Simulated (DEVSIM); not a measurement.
Structure: illuminated Si p-on-n cell, one wavelength, with a back-surface field, at 250 K.

```
layer (left to right)  material  thickness (μm)  Nd (cm⁻³)  Na (cm⁻³)  τn (s)  τp (s)  absorption coefficient (cm⁻¹)
---------------------  --------  --------------  ---------  ---------  ------  ------  -----------------------------
1                            Si           0.890          -     2.6e18  4.3e-7  1.3e-6                           2600
2                            Si             240     1.9e17          -  1.6e-5  1.6e-5                           2600
3                            Si            1.20       7e18          -  1.6e-5  1.6e-5                           2600
```

Left contact: ohmic, minority electron recombination velocity 4e5 cm/s. Right contact: ohmic, minority hole recombination velocity 2000 cm/s. Voltage is applied to the left contact. Recombination: SRH at mid-gap, radiative, Auger. Gap narrowing is on: ΔEg = 6.92 meV × (l + √(l² + 0.5)), l = ln(N/1.3e17 cm⁻³), shared equally by both band edges. Light enters at the left, 1.3e18 photons cm⁻² s⁻¹, one pass, no reflection. Mobility is constant in doping. Where it depends on doping, it is μmin + (μ − μmin)/(1 + (N/Nref)^α).

The device is made up for the run: typed textbook-type constants, with dimensions and the other settings drawn at random. Values at 300 K; Nc and Nv go as T^1.5, mobilities as T to minus their exponent, the gap by Varshni's rule with the affinity fixed. The table also holds parameters that only a changed run uses.

| parameter | Si |
|---|---|
| gap (eV) | 1.124 |
| affinity (eV) | 4.05 |
| permittivity | 11.7 |
| Nc (cm⁻³) | 2.86e19 |
| Nv (cm⁻³) | 3.1e19 |
| μn (cm²/Vs) | 1417 |
| μp (cm²/Vs) | 470 |
| μn,min | 52 |
| μp,min | 45 |
| Nref,n | 9.7e16 |
| Nref,p | 2.2e17 |
| αn | 0.68 |
| αp | 0.72 |
| T exponent of μn | 2.3 |
| T exponent of μp | 2.2 |
| B (cm³/s) | 4.7e-15 |
| Cn (cm⁶/s) | 2.8e-31 |
| Cp (cm⁶/s) | 9.9e-32 |
| Varshni α (eV/K) | 0.000473 |
| Varshni β (K) | 636 |

DEVSIM, 1D drift-diffusion, Boltzmann statistics, complete ionisation; no tunnelling, impact ionisation, image-force lowering or self-heating.

Base results: open-circuit voltage (V) 0.718; dark forward voltage at 1 A/cm² (V) 0.754; short-circuit current (mA/cm²) 195; largest power (mW/cm²) 121.

What follows from this one change: minority lifetime in layer 2 1.6e-05 → 4.8e-05 s?

open-circuit voltage little changed (0.719 V); dark forward voltage at 1 A/cm² little changed (0.754 V); short-circuit current 195 → 196 mA/cm²; largest power little changed (122 mW/cm²).

What follows from this one change: photon flux 1.3e+18 → 1.3e+17 cm^-2 s^-1?

open-circuit voltage 0.718 → 0.669 V; dark forward voltage at 1 A/cm² little changed (0.754 V); short-circuit current 195 → 19.5 mA/cm²; largest power 121 → 11.2 mW/cm².

What follows from this one change: recombination velocity at the left contact 400000 → 1e+07 cm/s?

open-circuit voltage 0.718 → 0.700 V; dark forward voltage at 1 A/cm² 0.754 → 0.737 V; short-circuit current 195 → 183 mA/cm²; largest power 121 → 111 mW/cm².
